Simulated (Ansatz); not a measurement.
Bulk modulus of MoIr₃ (model structure, started from the Cu3Au type, Pm-3m, No. 221, 4 atoms in the cell) at several levels of theory

No measured value is used here.

```json
[
 {"level (code)": "LDA (Ansatz)", "value (GPa)": "386", "cell (Å³/atom)": "14.02"},
 {"level (code)": "PBEsol (Ansatz)", "value (GPa)": "368", "cell (Å³/atom)": "14.24"},
 {"level (code)": "r²SCAN (Ansatz)", "value (GPa)": "360", "cell (Å³/atom)": "14.42"}
]
```

Density-functional levels without +SOC have no spin–orbit coupling. LDA, PBEsol, r²SCAN: the run has no spin polarisation, so it can have missed a magnetic state. LDA, PBEsol, r²SCAN: the bulk modulus is −V dP/dV from two relaxed cells at ±2 % in volume. Each level is taken at its own relaxed cell. Cutoffs differ between the levels. Ansatz's density-functional and Hartree–Fock values are scalar-relativistic unless marked +SOC, with PAW data made under PBE.

A model structure was made by putting elements into a prototype or built by hand; it is no filed structure, need not be a known phase, and can be a saddle point held by its symmetry.

Ansatz is a program for electronic structure.
